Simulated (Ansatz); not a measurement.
The reference is WSi$_{2}$ (space group I4/mmm, No. 139; a = 3.202 Å, c = 7.818 Å; relaxed with 0.1 eV smearing). Axes: x, y, z lie along a, b, c of the conventional cell.

Calculations: PBEsol in Ansatz (plane waves to 420 eV, PAW, no SOC).

Now apply this change: the cell is stretched by 2.50 % along z with no lateral relaxation, atoms relaxed at fixed cell.

Question: Predict the stress tensor and what it implies for the stiffness.

Answer: Stress of the strained cell less that of the base (GPa, compression positive):
```
   -2.4     0.0     0.0
    0.0    -2.4     0.0
    0.0     0.0   -12.2
```

Then −Δσ_ii/ε with ε = 0.0250 gives secant stiffness values (nonlinear terms included at this strain): C33 ≈ 490 GPa, C13 ≈ 95 GPa and C23 ≈ 95 GPa.

As a check, the harmonic strain energy −½ V₀ Δσ:ε is 13 meV/atom; the computed energy rise is 13 meV/atom.

Whether these cells are dynamically stable was not tested. All final runs are without spin polarisation.

Ansatz is an electronic-structure program.
